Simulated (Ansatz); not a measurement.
The reference is SiC in the zinc blende structure (space group F-43m, No. 216; a = 4.3563 Å). Axes: x, y, z lie along the cube axes.

Method: Ansatz (a quantum-chemistry and plane-wave program) r2SCAN, scalar-relativistic without spin-orbit coupling.

Strains are applied to the cell and any free atomic positions relax.

One change was made to it. Results:

The valence-band top at Γ (three highest levels, from the VBM) changes from 0.00, 0.00, 0.00 eV to 0.00, -0.10, -0.10 eV; the energy increases by 3.0 meV/atom; the hole mass comes out as 0.37 mₑ along z, 0.57 mₑ across (at Γ); the electron mass goes from 0.64 mₑ along k, 0.23 mₑ across (at X) to 0.63 mₑ along k, 0.23 mₑ across (at X).

Task: Which of these changes matches the shifts?
(A) uniaxial strain ε_zz = −0.50 %
(B) uniaxial strain ε_zz = −2.50 %
(C) uniaxial strain ε_zz = −1.50 %
(D) uniaxial strain ε_zz = −1.00 %

Result: C, uniaxial strain ε_zz = −1.50 %. For comparison, the valence-band top at Γ in the other runs: uniaxial strain ε_zz = −2.50 % gives 0.00, -0.17, -0.17 eV; uniaxial strain ε_zz = −0.50 % gives 0.00, -0.04, -0.04 eV; uniaxial strain ε_zz = −1.00 % gives 0.00, -0.07, -0.07 eV.

The levels and masses belong to the bands next to the band gap. Effective masses come from finite differences of ±0.01 Å⁻¹. Along k means along the line from Γ to the band edge. Stability against distortions was not tested.
